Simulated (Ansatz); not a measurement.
# CuAu: response to strain

The reference is CuAu (space group P4/mmm, No. 123; relaxed with 0.1 eV smearing).

```
CELL_PARAMETERS angstrom
      2.86941     0.00000     0.00000
      0.00000     2.86941     0.00000
      0.00000     0.00000     3.64523
ATOMIC_POSITIONS crystal
  Cu 0.00000 0.00000 0.00000
  Au 0.50000 0.50000 0.50000
```

Cartesian axes are those of the cell as printed.

Strains are applied to the cell and any free atomic positions relax; under biaxial strain the out-of-plane vector relaxes too.

Calculations: PBE (Ansatz, a quantum-chemistry and plane-wave program, PAW, no spin-orbit coupling).

Notes on the quantities. in-plane stress: mean in-plane stress (compression positive).

| variant | out-of-plane strain | shortest interatomic distance | in-plane stress |
|---|---|---|---|
| base | – | 272.7 pm | – |
| biaxial strain −2.50 %, plane normal [001], relaxed out of plane | +4.24 % | 274.3 pm | +2.4 GPa |
| biaxial strain −2.00 %, plane normal [001], relaxed out of plane | +3.40 % | 274.0 pm | +1.8 GPa |
| biaxial strain −1.50 %, plane normal [001], relaxed out of plane | +2.56 % | 273.6 pm | +1.2 GPa |
| biaxial strain −1.00 %, plane normal [001], relaxed out of plane | [?] | [?] | [?] |
| biaxial strain −0.50 %, plane normal [001], relaxed out of plane | +0.87 % | 273.1 pm | +0.3 GPa |
| biaxial strain +0.50 %, plane normal [001], relaxed out of plane | -0.90 % | 272.4 pm | -0.2 GPa |
| biaxial strain +1.00 %, plane normal [001], relaxed out of plane | -1.81 % | 272.1 pm | -0.4 GPa |
| biaxial strain +1.50 %, plane normal [001], relaxed out of plane | -2.74 % | 271.7 pm | -0.5 GPa |
| biaxial strain +2.00 %, plane normal [001], relaxed out of plane | -3.68 % | 271.4 pm | -0.5 GPa |

### Question
Fill in the withheld entries from the trend.

### Answer

- biaxial strain −1.00 %, plane normal [001], relaxed out of plane, out-of-plane strain: +1.72 %
- biaxial strain −1.00 %, plane normal [001], relaxed out of plane, shortest interatomic distance: 273.3 pm
- biaxial strain −1.00 %, plane normal [001], relaxed out of plane, in-plane stress: +0.8 GPa

Stability against distortions was not tested. All final runs are without spin polarisation.
